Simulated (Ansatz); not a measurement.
# ZnGeP2: biaxial strain −1.90 %, plane normal [001], relaxed out of plane

Base system: ZnGeP₂ in the chalcopyrite structure (space group I-42d, No. 122; a = 5.4242 Å, c = 10.7096 Å). Axes: x, y, z lie along a, b, c of the conventional cell.

Now apply this change: compressive biaxial strain of 1.90 % in the plane normal to [001], as in epitaxy on a mismatched substrate; the out-of-plane cell vector and the atoms relax.

Level of theory: DFT with PBEsol, PAW potentials and a 420 eV plane-wave cutoff in Ansatz (a first-principles code), no spin-orbit coupling, earlier PAW set. k-mesh 9×9×9 (Γ-centred); smearing 0.05 eV (Fermi–Dirac).

| quantity | base | changed | shift |
|---|---|---|---|
| volume per atom | 19.69 Å³ | 19.28 Å³ | -0.41 Å³ |
| shortest interatomic distance | 2.334 Å | 2.322 Å | -0.012 Å |
| energy relative to the base (free energy F) | 0 meV/atom | +6.2 meV/atom | +6.2 meV/atom |
| pressure (mean of the normal stresses, compression positive) | 0.00 GPa | 1.82 GPa | +1.82 GPa |
| band gap | 1.07 eV | 0.97 eV | -0.10 eV |
| gap character | indirect, Γ → M–S (33 % along) | indirect, Γ → M–S (33 % along) | – |
| smallest direct gap | 1.24 eV | 1.37 eV | +0.124 eV |
| valence-band top at Γ (three highest levels, from the VBM) | 0.00, -0.07, -0.07 eV | 0.00, 0.00, -0.14 eV | – |
| out-of-plane strain | – | +1.74 % | – |
| ratio −ε⊥/ε∥ | – | 0.92 | – |
| mean in-plane stress (compression positive) | – | +2.7 GPa | – |

Cost of the whole job for the changed cell (relaxation, final SCF and bands): about 2.5 core-minutes (a rough figure).

Stability against distortions was not tested.
